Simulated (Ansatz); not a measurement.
ZnS (P3m1, No. 156, 32 atoms in the cell; start mp-556950; a measured phase of this formula has another space group) was calculated with r²SCAN+rVV10 (PAW; Ansatz, a quantum-chemistry and plane-wave program).

Settings: plane-wave cutoff 560 eV, 12×12×1 k mesh (along the axes of the cell as run), Fermi–Dirac smearing 0.01 eV, scalar-relativistic PAW data made under PBE.

Cell (relaxed at this level):

```yaml
crystal:
  lattice:
    - [3.79451, 0.00000, 0.00000]
    - [-1.89725, 3.28614, 0.00000]
    - [0.00000, 0.00000, 49.64196]
  atoms:
    - { symbol: Zn, position: [0.33333, 0.66667, 0.62501] }
    - { symbol: Zn, position: [0.66667, 0.33333, 0.12501] }
    - { symbol: Zn, position: [0.00000, 0.00000, 0.43746] }
    - { symbol: Zn, position: [0.33333, 0.66667, 0.06258] }
    - { symbol: Zn, position: [0.66667, 0.33333, 0.50001] }
    - { symbol: Zn, position: [0.33333, 0.66667, 0.24991] }
    - { symbol: Zn, position: [0.66667, 0.33333, 0.31246] }
    - { symbol: Zn, position: [0.00000, 0.00000, 0.81256] }
    - { symbol: Zn, position: [0.66667, 0.33333, 0.68756] }
    - { symbol: Zn, position: [0.00000, 0.00000, 0.18746] }
    - { symbol: Zn, position: [0.33333, 0.66667, 0.37503] }
    - { symbol: Zn, position: [0.33333, 0.66667, 0.93746] }
    - { symbol: Zn, position: [0.00000, 0.00000, 0.56258] }
    - { symbol: Zn, position: [0.66667, 0.33333, 0.87501] }
    - { symbol: Zn, position: [0.33333, 0.66667, 0.75012] }
    - { symbol: Zn, position: [0.00000, 0.00000, 0.00001] }
    - { symbol: S, position: [0.00000, 0.00000, 0.23429] }
    - { symbol: S, position: [0.33333, 0.66667, 0.29673] }
    - { symbol: S, position: [0.66667, 0.33333, 0.35937] }
    - { symbol: S, position: [0.66667, 0.33333, 0.54692] }
    - { symbol: S, position: [0.33333, 0.66667, 0.10939] }
    - { symbol: S, position: [0.66667, 0.33333, 0.73447] }
    - { symbol: S, position: [0.33333, 0.66667, 0.98428] }
    - { symbol: S, position: [0.66667, 0.33333, 0.92184] }
    - { symbol: S, position: [0.00000, 0.00000, 0.85939] }
    - { symbol: S, position: [0.33333, 0.66667, 0.67183] }
    - { symbol: S, position: [0.00000, 0.00000, 0.48428] }
    - { symbol: S, position: [0.33333, 0.66667, 0.79694] }
    - { symbol: S, position: [0.00000, 0.00000, 0.60939] }
    - { symbol: S, position: [0.00000, 0.00000, 0.04692] }
    - { symbol: S, position: [0.66667, 0.33333, 0.17184] }
    - { symbol: S, position: [0.33333, 0.66667, 0.42184] }
```

Task: Estimate the band gap that the calculation returns.

Result: 
band gap: 2.72 eV (on the SCF k mesh)

Note: the relaxation could not lower the start's symmetry, so the cell can be a saddle point above a distorted one.

A start named mp-… is a Materials Project structure, which need not be a measured phase.
